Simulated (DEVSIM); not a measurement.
System: abrupt Si n-p junction, at 300 K.

Layer 1 from the left is Si, thickness (μm) 0.100, Nd (cm⁻³) 6.1e18, τn (s) 1e-5, τp (s) 1e-5. Layer 2 from the left is Si, thickness (μm) 11.0, Na (cm⁻³) 5.3e15, τn (s) 1e-5, τp (s) 1e-5.

Left contact: ohmic. Right contact: ohmic. Voltage is applied to the left contact. Recombination: SRH at mid-gap, Auger. Mobility is constant in doping.

This is a model device: material constants are rounded textbook-type values typed into the input, and sizes, dopings and lifetimes were drawn at random. Values at 300 K.

Si: gap (eV) 1.124, affinity (eV) 4.05, permittivity 11.7, Nc (cm⁻³) 2.86e19, Nv (cm⁻³) 3.1e19, μn (cm²/Vs) 1417, μp (cm²/Vs) 470, Cn (cm⁶/s) 2.8e-31, Cp (cm⁶/s) 9.9e-32.

DEVSIM, 1D drift-diffusion, Boltzmann statistics, complete ionisation; no tunnelling, impact ionisation, image-force lowering or self-heating.

Dark forward current:

```
|V| (V)  |J| (A/cm²)
-------  -----------
0.05        1.339e-9
0.10        7.992e-9
0.15        4.760e-8
0.20        3.040e-7
0.25        2.027e-6
0.30        1.379e-5
0.35        9.464e-5
0.40       0.0006517
0.45        0.004494
0.50         0.03098
0.55          0.2129
0.60           1.436
0.65           8.813
0.70           42.07
0.75           145.1
0.80           374.9
0.85           775.2
0.90            1367
0.95            2159
```

### Question
Work out the local ideality factor n = ΔV / (kT/q · ln(J2/J1)) between the rows 0.15 and 0.20 V, 0.40 and 0.45 V, 0.90 and 0.95 V.

### Answer
kT/q = 25.85 mV. From 0.15 to 0.20 V: ln(3.040e-7/4.760e-8) = 1.854, n = 1.04, near the 1 of diffusion or emission over a barrier. From 0.40 to 0.45 V: ln(0.004494/0.0006517) = 1.931, n = 1.00, near the 1 of diffusion or emission over a barrier. From 0.90 to 0.95 V: ln(2159/1367) = 0.457, n = 4.23.

### Question
Estimate the current at 0.35 V from the Shockley equation with J0 = Σ q ni² D/(N L) coth(W/L), τ joining the SRH, radiative and Auger lifetimes that are on, and W taken as the whole layer.

### Answer
ni² = 1.16e20 cm⁻⁶; holes in the n layer: μ = 470 cm²/Vs, D = 12.1 cm²/s, τ = 9.51e-8 s, L = 10.7 μm, W/L = 0.0093, term 3.70e-12 A/cm²; electrons in the p layer: μ = 1420 cm²/Vs, D = 36.6 cm²/s, τ = 1.00e-5 s, L = 191 μm, W/L = 0.057, term 1.17e-10 A/cm². J0 = 1.20e-10 A/cm², and J = J0 exp(qV/kT) = 9.14e-5 A/cm². The simulation gives 9.46e-5 A/cm²; the estimate lies 3.4 % below. The estimate leaves out recombination in the depletion region and that region's share of W.
